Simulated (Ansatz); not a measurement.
## ZrS2 in the CdI2 type structure (space group P-3m1, No. 164; layered, stacked along the Cartesian z axis)

```
ZrS2
1.0
    3.57807     0.00000     0.00000
   -1.78903     3.09870     0.00000
    0.00000     0.00000     5.53982
Zr S
1 2
Cartesian
  0.00000   0.00000   0.00000
  0.00000   2.06580   1.46669
  1.78903   1.03290   4.07314
```

Computed with PBEsol-D3(BJ)/PAW in Ansatz (an electronic-structure program), no spin-orbit coupling. Γ-centred 11×11×6 mesh, Fermi–Dirac width 0.05 eV.

The volume per atom is 20.47 Å³, the density is 4.20 g/cm³ and the band gap comes out as 0.29 eV, indirect, Γ → L. The hole mass is 0.17 mₑ along c, 2.1 mₑ across and the total energy comes out as -1968.058 eV/atom (σ→0; compares only within this code and set-up).

Masses are band curvatures over ±0.01 Å⁻¹ around the edge. Stability against distortions was not tested. The zero or small gap of ZrS2 can change with the level of theory.
